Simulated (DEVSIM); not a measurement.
Device: Ti/SiO2/p-Si capacitor, at 300 K.

```
layer (left to right)  material  thickness (nm)  Na (cm⁻³)
---------------------  --------  --------------  ---------
1                          SiO2            2.80          -
2                            Si             970     3.5e17
```

Metal gate on the left, work function 4.33 eV. Fixed charge at the semiconductor interface -4e10 cm⁻² (in units of +e); no interface traps.

Constants are typed, rounded textbook-type inputs, not results; the design itself was drawn at random and stands for no fabricated device. Values at 300 K.

```csv
parameter,SiO2,Si
gap (eV),9,1.124
affinity (eV),0.9,4.05
permittivity,3.9,11.7
Nc (cm⁻³),-,2.86e19
Nv (cm⁻³),-,3.1e19
```

Simulated with DEVSIM: 1D Poisson equation in equilibrium, Boltzmann statistics, complete ionisation; no quantum confinement or tunnelling. Metal contacts follow the ideal Schottky-Mott rule: no Fermi-level pinning, no interface dipoles.

The interface trap density was swept, all else fixed.

| interface trap density (cm^-2 eV^-1) | minimum of the low-frequency capacitance (μF/cm²) | flat-band voltage (V) | threshold voltage (band bending 2φF) (V) |
|---|---|---|---|
| 0 | 0.171 | -0.72 | 0.43 |
| 1e10 | 0.172 | -0.72 | 0.43 |
| 1e11 | 0.183 | -0.73 | 0.44 |
| 3e11 | 0.206 | -0.74 | 0.45 |
| 1e12 | 0.280 | -0.78 | 0.49 |
| 2e12 | 0.365 | -0.84 | 0.55 |

From the first row to the last the minimum of the low-frequency capacitance goes from 0.171 to 0.365. From the first row to the last the flat-band voltage goes from -0.72 to -0.84.
